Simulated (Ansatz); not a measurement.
The starting structures come from a database of crystals and need not be the phases stable at ambient conditions.

**Evanescent states of ZnSnP$_{2}$ (I-42d, chalcopyrite, not sure to be the ambient phase, 8 atoms a cell, 22.6 Å³ an atom) along the normal of (001)**

Calculation: r2SCAN (plane waves, PAW; Ansatz, a first-principles code).

No gap correction and no spin-orbit coupling; mid-gap values are interpolated between computed energies.

Energies count from the valence-band top; κ is the least over a 6×6 mesh across the current.

```json
[
 {"E (eV)": "0.04", "κ (1/Å)": "0.034", "where": "Γ"},
 {"E (eV)": "0.12", "κ (1/Å)": "0.053", "where": "Γ"},
 {"E (eV)": "0.20", "κ (1/Å)": "0.065", "where": "Γ"},
 {"E (eV)": "0.28", "κ (1/Å)": "0.074", "where": "Γ"},
 {"E (eV)": "0.36", "κ (1/Å)": "0.080", "where": "Γ"},
 {"E (eV)": "0.44", "κ (1/Å)": "0.085", "where": "Γ"},
 {"E (eV)": "0.52", "κ (1/Å)": "0.087", "where": "Γ"},
 {"E (eV)": "0.60", "κ (1/Å)": "0.089", "where": "Γ"},
 {"E (eV)": "0.68", "κ (1/Å)": "0.089", "where": "Γ"},
 {"E (eV)": "0.76", "κ (1/Å)": "0.087", "where": "Γ"},
 {"E (eV)": "0.84", "κ (1/Å)": "0.084", "where": "Γ"},
 {"E (eV)": "0.92", "κ (1/Å)": "0.080", "where": "Γ"},
 {"E (eV)": "1.00", "κ (1/Å)": "0.073", "where": "Γ"},
 {"E (eV)": "1.08", "κ (1/Å)": "0.064", "where": "Γ"},
 {"E (eV)": "1.16", "κ (1/Å)": "0.050", "where": "Γ"},
 {"E (eV)": "1.24", "κ (1/Å)": "0.024", "where": "Γ"}
]
```

How thick must the barrier be to attenuate the transmission by 10^6 when the electrodes' Fermi level lies at 0.92 eV, and what attenuation does that film give at 1.00 eV?

d = 6 ln 10 / (2 × 0.080) = 86.3 Å. At 1.00 eV it gives 6 × 0.073/0.080 = 5.5 decades.
